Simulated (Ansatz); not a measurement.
We consider MgAlNO (model structure, started from the AlSiCN type, P3m1, No. 156, 4 atoms in the cell), described by LDA (Ansatz, a first-principles code, PAW).

Settings: plane-wave cutoff 520 eV, 12×12×8 k mesh (along the axes of the cell as run), Fermi–Dirac smearing 0.01 eV, scalar-relativistic PAW data made under PBE.

The cell is the one relaxed with PBEsol. Conventional cell: a = 3.1799 Å, b = 3.1799 Å, c = 5.0831 Å, α = 90.00°, β = 90.00°, γ = 120.00°.

```
AlMgNO
1.0
    3.17986     0.00000     0.00000
   -1.58993     2.75384     0.00000
    0.00000     0.00000     5.08311
Al Mg O N
1 1 1 1
Cartesian
  0.00000   1.83589   2.55534
  1.58993   0.91795   5.11670
  0.00000   1.83589   0.71809
  1.58993   0.91795   3.04683
```

Problem. List the 10 lowest band energies at Γ above −25 eV (eV, relative to the valence band maximum), grouping those that round alike.

Solution. At Γ: -17.33, -12.86, -5.15, -1.83 (×2), -0.39, 0.00 (×2), 3.34, 7.21.

Note: the relaxation could raise the start's symmetry but not lower it, so the cell can be a saddle point; cell and atoms aren't relaxed at this level (largest force component 0.04 eV/Å, pressure -4.8 GPa).

A model structure was made by putting elements into a prototype or built by hand; it is no filed structure, need not be a known phase, and can be a saddle point held by its symmetry.
